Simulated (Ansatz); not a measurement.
Take TiO2 in the anatase structure (space group I4_1/amd, No. 141; a = 3.798 Å, c = 9.704 Å) as the base.

Level of theory: PBE/PAW in Ansatz (a program for electronic structure), no SOC, earlier PAW set.

For the base:

- c/a ratio = 2.555
- Smallest direct gap = 2.43 eV

Modification: cell and atoms relaxed at a pressure of 1.8 GPa.

Q: Predict the new c/a ratio and smallest direct gap.

A: The c/a ratio decreases by 0.013 to 2.542; the smallest direct gap increases by 0.013 eV (2.43 eV → 2.45 eV).

Load acts through the strain it causes; cell and atoms are relaxed under it. Whether these cells are dynamically stable was not tested. All final runs are without spin polarisation.
